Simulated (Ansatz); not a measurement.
**Several settings converged on NbH (I4mm, 2 atoms in the cell)**

```yaml
crystal:
  lattice:
    - [-1.59893, 1.59893, 1.97438]
    - [1.59893, -1.59893, 1.97438]
    - [1.59893, 1.59893, -1.97438]
  atoms:
    - { symbol: Nb, position: [0.01266, 0.01266, 0.00000] }
    - { symbol: H, position: [0.50000, 0.50000, 0.00000] }
```

Base method: PBEsol, default PAW files made with PBE (plane waves; Ansatz, an electronic-structure program).

Base settings: basis.ecutwfc = 420 eV; kpoints.mp_grid.grid = 14 14 14; hamiltonian.xc = pbesol; hamiltonian.pseudopotentials = {kind: paw} (the program's default PAW files); scf.occupations.method = fermi_dirac; scf.occupations.width = 0.1 eV.

The count of work is k-points × plane waves × bands × iterations; it is no time. 

**The width of Fermi-Dirac smearing**

In this ladder: kpoints.mp_grid.grid = 23 23 23.

Narrow widths need finer meshes than wide ones, so the last steps can hold mesh noise.

Only quantities that move along the ladder and can be compared are tabulated; pressure and forces are left out, as mesh noise rules them at narrow widths.

```csv
scf.occupations.width,free energy less the last step's (meV/atom),energy extrapolated to zero width less the last step's (meV/atom)
1 eV,-893.57,-26.11
0.5 eV,-214.32,8.34
0.3 eV,-68.45,2.56
0.2 eV,-25.19,0.03
0.1 eV,0.00,0.00
```

Widest scf.occupations.width that holds the free energy within 5 meV/atom: not settled: the last two steps still differ by 25 meV/atom, over half the tolerance, so the ladder does not show it.

Widest scf.occupations.width that holds the energy extrapolated to zero width within 2 meV/atom of the last step, with all finer ones: 0.2 eV; the step before is off by 2.6 meV/atom.

The extrapolation to zero width removes most of the smearing's effect on the energy.

**The width of Methfessel-Paxton smearing**

In this ladder: kpoints.mp_grid.grid = 23 23 23; scf.occupations.method = methfessel_paxton.

Narrow widths need finer meshes than wide ones, so the last steps can hold mesh noise.

Only quantities that move along the ladder and can be compared are tabulated; pressure and forces are left out, as mesh noise rules them at narrow widths.

| scf.occupations.width | free energy less the last step's (meV/atom) |
|---|---|
| 1 eV | 7.30 |
| 0.5 eV | -0.34 |
| 0.3 eV | -0.55 |
| 0.2 eV | -0.24 |
| 0.1 eV | -0.02 |
| 0.05 eV | 0.00 |

Widest scf.occupations.width that holds the free energy within 2 meV/atom of the last step, with all finer ones: 0.5 eV; the step before is off by 7.3 meV/atom.

**The mesh under tetrahedron occupations**

In this ladder: scf.occupations.method = tetrahedron; scf.occupations.width = default.

Only quantities that move along the ladder and can be compared are tabulated.

```tsv
kpoints.mp_grid.grid	free energy less the last step's (meV/atom)	pressure (GPa)	count of work / last
6 6 6	-9.27	-4.44	0.011
7 7 7	-3.18	-4.28	0.014
9 9 9	-0.23	-4.34	0.026
11 11 11	-0.06	-4.43	0.044
14 14 14	0.57	-4.51	0.086
17 17 17	0.09	-4.56	0.14
22 22 22	0.03	-4.61	0.29
27 27 27	-0.03	-4.64	0.52
34 34 34	0.00	-4.65	1.0
```

Coarsest kpoints.mp_grid.grid that holds the pressure within 0.1 GPa of the last step, with all finer ones: 17 17 17, at 0.14 of the last step's count of work; the step before is off by 0.14 GPa.

Coarsest kpoints.mp_grid.grid that holds the free energy within 2 meV/atom of the last step, with all finer ones: 9 9 9, at 0.026 of the last step's count of work; the step before is off by 3.2 meV/atom.

On the base run: the starting cell comes from a database of computed structures (which also holds hypothetical and non-ambient phases and stackings), without a prior relaxation at this level. Its lattice was rescaled by up to half a per cent. One atom was moved a little off its site on purpose. Spin polarisation is off. In the base run, with a pressure of about -5 GPa the cell is away from its equilibrium volume at this level. Ansatz's pressure includes its estimate of the finite-basis (Pulay) stress.

Left out of this page: 4 runs of the series outside the window shown, repeating another row's setting, or not comparable.

Keys are those of Ansatz 0.2.
